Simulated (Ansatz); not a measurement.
Relaxation of the outer planes of the (001) surface of tetragonal MoSi2 in its 1x1 cell (cut with top plane Si, bottom plane Si), outermost plane spacing 1.30 Å in the ideal cut.

These are PBE (plane waves to 420 eV, PAW; Ansatz, an electronic-structure program) values and carry that method's errors.

Slab: 9 atoms, Mo3Si6, 10.5 Å thick at the start (thin: gaps and levels are the slab's own); k 12x12x1, smearing 0.1 eV, dipole-corrected; all atoms relaxed; symmetry of the start imposed; no spin, no spin-orbit, no U.

```csv
plane,atoms,bulk spacing to the next (Å),relaxed spacing (Å),change (%),rumpling (Å)
1,Si,1.298,1.229,-5.3,0.00
2,Mo,1.298,1.288,-0.8,0.00
```
